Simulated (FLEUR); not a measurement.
Worked example: self-consistent single point of HfCuSi2 (P4/nmm, 8 atoms in the cell) in FLEUR.

Method of the run: LDA (Perdew-Zunger), all-electron FLAPW (FLEUR), scalar-relativistic valence run with FLEUR.

```yaml
crystal:
  lattice:
    - [3.66138, 0.00000, 0.00000]
    - [0.00000, 3.66138, 0.00000]
    - [0.00000, 0.00000, 8.96353]
  atoms:
    - { symbol: Hf, position: [0.00000, 0.50000, 0.26585] }
    - { symbol: Hf, position: [0.50000, 0.00000, 0.73415] }
    - { symbol: Si, position: [0.50000, 0.50000, 0.50000] }
    - { symbol: Si, position: [0.00000, 0.00000, 0.50000] }
    - { symbol: Si, position: [0.50000, 0.00000, 0.17018] }
    - { symbol: Si, position: [0.00000, 0.50000, 0.82982] }
    - { symbol: Cu, position: [0.00000, 0.00000, 0.00000] }
    - { symbol: Cu, position: [0.50000, 0.50000, 0.00000] }
```

Reference input (self-consistent single point, DFT, PBEsol, all-electron FLAPW (FLEUR), scalar-relativistic valence): Kmax = 3.8 1/bohr; GmaxXC = 13.3 1/bohr; xcFunctional = PBEs; jspins = 1; l_soc = F; mode = hist; fermiSmearingEnergy = 0.00499791 Htr; mesh (inpgen div1-3) = 8 8 3; inpgen gamma flag = true; Gmax = 13.3 1/bohr; numbands = 0; maxIterBroyd = 40. This run's input differs from it in these lines:

```diff
@@ -20,3 +20,3 @@
 &comp jspins=1 /
-&exco xctyp='PBEs' /
+&exco xctyp='pz' /
 &kpt div1=8 div2=8 div3=3 gamma=t /
@@ -33,3 +33,3 @@
       <coreElectrons ctail="T" frcor="F" kcrel="0" coretail_lmax="0"/>
-      <xcFunctional name="PBEs" relativisticCorrections="F"/>
+      <xcFunctional name="pz" relativisticCorrections="F"/>
       <magnetism jspins="1"/>
```

Output (repeated stretches shortened):

```
 Iteration:     1   Distance:      44.21982010 me/bohr^3
 Iteration:     2   Distance:      12.56009018 me/bohr^3
 Iteration:     3   Distance:       9.09449627 me/bohr^3
 Iteration:     4   Distance:       6.80405635 me/bohr^3
 Iteration:     5   Distance:       3.55561610 me/bohr^3
   [... 12 lines left out ...]
 Iteration:    18   Distance:       0.00010083 me/bohr^3
 Iteration:    19   Distance:       0.00012592 me/bohr^3
 Iteration:    20   Distance:       0.00002327 me/bohr^3
 Iteration:    21   Distance:       0.00000266 me/bohr^3
 Reset of history
 Run finished successfully
 Stop message:
   Structural relaxation: new displacements generated

[file out, last iteration]
             iter=     22
[...]
          total density-effective poten   -5.9222098678E+04
          total charge density-energy d   -8.1137495550E+02
 Updated energy parameters for spin:           1
[...]
 fermi energy and band-weighting factors:

[...]
FERMIE:
          first approx. to ef    (T=0)  :   0.375927 htr   (energy of the highest occ. eigenvalue)
          number of occ. states  (T=0)  :       1347
          first approx. to seigv (T=0)  :  -7.054393 htr
          sum of weights of occ. states :  45.010417
          sum of semicore charge        :   0.000000 e
FERHIS:  Fermi-Energy by histogram:
          bandgap                     :   0.000008 htr
   [... lines left out ...]
          charge neutrality (T=0)     :   0.020833    (zero if the highest occ. eigenvalue is "entirely" occupied)
     EF_NEWTON:  Adjust Fermi-Energy by Newton-Method.
 Direct bandgap for spin            1 :    4.4720363027388466E-003  Htr
 ---->    free energy=                    -34638.9271634413 htr
   [... lines left out ...]
 TOTAL FORCE FOR ATOM TYPE=  2  X=  1.730   Y=  1.730   Z=  8.469
                       FX_TOT= 0.000000 FY_TOT= 0.000000 FZ_TOT= 0.000000
 TOTAL FORCE FOR ATOM TYPE=  3  X=  1.730   Y= -1.730   Z=  2.883
                       FX_TOT= 0.000000 FY_TOT= 0.000000 FZ_TOT= 0.001172
 TOTAL FORCE FOR ATOM TYPE=  4  X= -1.730   Y= -1.730   Z=  0.000
                       FX_TOT= 0.000000 FY_TOT= 0.000000 FZ_TOT= 0.000000
```

The run converged in 21 iterations. FLEUR gives forces in its relaxation mode, with a further iteration, so its stop message speaks of a relaxation. Against the reference run the largest force goes from 0.225 to 0.069 eV/Å.

The starting cell comes from a database of computed structures (which also holds hypothetical and non-ambient phases and stackings), without a prior relaxation at this level. Spin-orbit coupling is off. Spin polarisation is off. Values depend on the basis (sphere radii, cutoffs, local orbitals), which need not be converged. The log's line on a gap gives a spacing of levels on this mesh, which the program prints for metals too.

Cost on one core of a shared machine: roughly 3 min.
